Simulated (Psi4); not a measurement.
Psi4 1.11, PBE/def2-svp: Mo(O)(S)(F)(NH2) ([NH2][Mo](=[O])([F])=[S]), 7 atoms. The geometry is a generated start, not checked to be a minimum at this level.

```
Property                                              Value
--------------------------  -------------------------------
task                                                 energy
method                                                  pbe
basis                                              def2-svp
memory                                                 3 GB
maxiter                                                 100
keys of the molecule block                      symmetry c1
scf_type                                       df (default)
e_convergence                               1e-06 (default)
d_convergence                               1e-06 (default)
dft_radial_points                              75 (default)
dft_spherical_points                          302 (default)
effective core potentials   those of the basis set, past Kr
basis functions                                         101
grid points                                          152056
```

```xyz
7

Mo     0.0350    -0.1235     0.7379
O      0.9993     0.9746     1.4771
S      0.9742    -2.0478     0.6426
F     -1.5679    -0.4080     1.4848
N     -0.1434     0.4154    -1.0635
H     -0.0418     1.3770    -1.3972
H     -0.2553    -0.1877    -1.8817
```

Charge 0 and multiplicity 1 are set for this test and not shown to be the ground state.

With the defaults (diis_max_vecs = 10, diis = true, scf_initial_accelerator = adiis, damping_percentage = 0, soscf = false, soscf_start_convergence = 0.01, guess = auto, which took SAD) it converges in 13 SCF iterations. One run each on 2 threads, with these changes:
- guess = sadno
- diis_max_vecs = 3
- soscf = true, soscf_start_convergence = 0.1
- guess = gwh
- diis = false, scf_initial_accelerator = none, damping_percentage = 60
- guess = modhuckel
- soscf = true
- damping_percentage = 20
- guess = huckel

Task: Name the settings that don't reach the solution of the defaults.

Result: No convergence: diis_max_vecs = 3; diis = false, scf_initial_accelerator = none, damping_percentage = 60 (the run ends without SCF convergence in 100 iterations). The rest reach the solution of the defaults.

```csv
setting,SCF iterations,JK calls,end
soscf = true,10,31,same solution
"soscf = true, soscf_start_convergence = 0.1",10,46,same solution
the defaults,13,14,same solution
guess = modhuckel,14,53,same solution
guess = huckel,14,53,same solution
guess = sadno,15,15,same solution
guess = gwh,16,16,same solution
damping_percentage = 20,21,22,same solution
diis_max_vecs = 3,100,101,no convergence
"diis = false, scf_initial_accelerator = none, damping_percentage = 60",100,101,no convergence
```

An SOSCF iteration holds several JK calls; a Hückel guess adds calls on atoms. 1 further run of the study ended by our limits or in an error and is left out.
